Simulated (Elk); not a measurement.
Input and output of a self-consistent single point for Te3Au (P4/mmm, 4 atoms in the cell) (Elk).

Computed with PBEsol, spin-orbit coupling in second variation, all-electron FP-LAPW, Elk's shipped species files, default APW+lo basis (Elk 10.2.4).

```
Te3Au
1.0
    3.10260     0.00000     0.00000
    0.00000     3.10260     0.00000
    0.00000     0.00000    12.93947
Te Au
3 1
Cartesian
  0.00000   0.00000   2.62011
  0.00000   0.00000  10.31936
  0.00000   0.00000   6.46974
  0.00000   0.00000   0.00000
```

Reference input (self-consistent single point, DFT, PBEsol, all-electron FP-LAPW, Elk's shipped species files, default APW+lo basis): xctype = 22; stype = 0; swidth = 0.00367493 Ha; ngridk = 7 7 2; rmtscf = 0.86; maxscl = 100. This run's input differs from it in these lines:

```diff
@@ -6,4 +6,13 @@
 
+spinorb
+  .true.
+
 rmtscf
   0.86
+
+lmaxi
+  3
+
+nempty
+  10
```

Output, abridged:

```
│ Self-consistent loop started │
│ Loop number : 1 │
 total energy                :     -39404.2551763
 total moment                :  -0.8655607038E-19  0.1492518546E-19  0.2687774671E-22
│ Loop number : 2 │
 total energy                :     -39406.6940335
 total moment                :  -0.2594695880E-19 -0.3311398120E-19  0.3502197991E-22
RMS change in Kohn-Sham potential (target) :   0.1599998650     (  0.1000000000E-05)
Absolute change in total energy (target)   :    2.438857129     (  0.1000000000E-03)
│ Loop number : 3 │
 total energy                :     -39404.8688780
   [... lines left out ...]
 total energy                :     -39424.9214451
 total moment                :   0.1071774634E-19  0.1195781392E-18 -0.3647137619E-22
RMS change in Kohn-Sham potential (target) :   0.3735278186E-06 (  0.1000000000E-05)
Absolute change in total energy (target)   :   0.3312344124E-03 (  0.1000000000E-03)
│ Loop number : 17 │
 total energy                :     -39424.9214790
 total moment                :  -0.8991550164E-19  0.4069930198E-19 -0.3126144839E-22
RMS change in Kohn-Sham potential (target) :   0.1822043192E-06 (  0.1000000000E-05)
Absolute change in total energy (target)   :   0.4892032302E-04 (  0.1000000000E-03)
Convergence targets achieved

│ Loop number : 18 │

Energies :
 Fermi                       :     0.215183181843
 xc effective B-field        :    -0.429486247518E-08
 external B-field            :      0.00000000000
 total energy                :     -39424.9214944
 (external B-field energy excluded from total)

Density of states at Fermi energy :    46.04692669
 (states/Hartree/unit cell)

Estimated indirect band gap :   0.2916348261E-02
 from k-point     12 to k-point      5
Estimated direct band gap   :   0.1152809233E-01
 at k-point      5

Charges :
 core                        :    156.0000000
 valence                     :    79.00000000
 interstitial                :    11.70553021
 muffin-tins (core leakage)
  species :    1 (Te)
   atom    1                 :    48.73985274     (  0.3054944926E-02)
   [... lines left out ...]
   atom    3                 :  -0.2303383702E-22  0.4760312727E-23   0.000000000
  species :    2 (Au)
   atom    1                 :   0.4538447603E-24  0.1916500476E-23   0.000000000
 total in muffin-tins        :  -0.1438081148E-18  0.4867564723E-19  0.1048581598E-21
 total moment                :  -0.1438308745E-18  0.4870522334E-19  0.1042399124E-21

│ Self-consistent loop stopped │
```

The run converged in 18 iterations. The count includes the last loop, which Elk runs after its targets are met. 

The starting cell comes from a database of computed structures (which also holds hypothetical and non-ambient phases and stackings), without a prior relaxation at this level. Values depend on the basis (sphere radii, cutoffs, local orbitals), which need not be converged. The run gives no clean gap (levels at the Fermi energy touch, overlap or are partly filled at this smearing), which alone does not show that the compound is a metal. The log's line on a gap gives a spacing of levels on this mesh, which the program prints for metals too.

These are the values that this program gave, and no reference: the basis lacks p1/2 orbitals, which heavy p elements need under spin-orbit coupling.

Cost on one core of a shared machine: roughly 2 min.
